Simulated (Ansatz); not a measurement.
Pressure series in Re

The reference is Re in the hcp (Mg type) structure (space group P6_3/mmc, No. 194; a = 2.775 Å, c = 4.483 Å).

Cell and atoms are relaxed at each pressure.

The values are results of PBE (Ansatz, a first-principles code; PAW; 420 eV plane waves; no spin-orbit coupling), not measurements.

Two rows of this table had their results exchanged by mistake.

```json
[
 {"pressure": "pressure −2 GPa", "volume per atom (Å³)": "15.03", "shortest distance (Å)": "2.760", "band gap": "zero"},
 {"pressure": "pressure −1 GPa", "volume per atom (Å³)": "14.99", "shortest distance (Å)": "2.758", "band gap": "zero"},
 {"pressure": "pressure 3 GPa", "volume per atom (Å³)": "14.83", "shortest distance (Å)": "2.748", "band gap": "zero"},
 {"pressure": "pressure 7 GPa", "volume per atom (Å³)": "12.88", "shortest distance (Å)": "2.622", "band gap": "zero"},
 {"pressure": "pressure 15 GPa", "volume per atom (Å³)": "14.39", "shortest distance (Å)": "2.721", "band gap": "zero"},
 {"pressure": "pressure 30 GPa", "volume per atom (Å³)": "13.93", "shortest distance (Å)": "2.691", "band gap": "zero"},
 {"pressure": "pressure 50 GPa", "volume per atom (Å³)": "13.42", "shortest distance (Å)": "2.658", "band gap": "zero"},
 {"pressure": "pressure 75 GPa", "volume per atom (Å³)": "14.68", "shortest distance (Å)": "2.738", "band gap": "zero"},
 {"pressure": "pressure 100 GPa", "volume per atom (Å³)": "12.44", "shortest distance (Å)": "2.591", "band gap": "zero"}
]
```

### Question
Which two?

### Answer
The rows for pressure 7 GPa and pressure 75 GPa: the volume has to fall steadily with pressure, so 14.68 Å³ belongs to pressure 7 GPa and 12.88 Å³ to pressure 75 GPa.

Load acts through the strain it causes; cell and atoms are relaxed under it. Stability against distortions was not tested. Competing high-pressure phases were not computed. All final runs are without spin polarisation.
